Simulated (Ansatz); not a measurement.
LiAlH₄ (I4₁/a, No. 88, 12 atoms in the cell; start mp-1180547)

The numbers are results of PBEsol (Ansatz, a quantum-chemistry and plane-wave program, PAW), not measurements.

Numerical settings: plane-wave cutoff 500 eV, 10×10×12 k mesh (along the axes of the cell as run), gaussian smearing 0.02 eV, scalar-relativistic PAW data made under PBE.

Cell (relaxed at this level):

```
CELL_PARAMETERS angstrom
      3.19232    -4.98161    -0.02891
      3.19232     4.98161    -0.02891
     -3.16350     0.00000     3.22113
ATOMIC_POSITIONS crystal
  Li 0.37500 0.62500 0.25000
  Li 0.62500 0.37500 0.75000
  Al 0.87498 0.12502 0.25000
  Al 0.12502 0.87498 0.75000
  H  0.60991 0.03402 0.81593
  H  0.39009 0.96598 0.18407
  H  0.96598 0.39009 0.68407
  H  0.03402 0.60991 0.31593
  H  0.78195 0.70598 0.67198
  H  0.21805 0.29402 0.32802
  H  0.29402 0.21805 0.82802
  H  0.70598 0.78195 0.17198
```

For LiAlH₄ (I4₁/a, No. 88, 12 atoms in the cell; start mp-1180547), the band gap comes out as 3.58 eV (on the SCF k mesh).

Note: the relaxation could not lower the start's symmetry, so the cell can be a saddle point above a distorted one.

Computed values are for the static lattice.

It cost very roughly 5 core-minutes of CPU time.

A start named mp-… is a Materials Project structure, which need not be a measured phase.
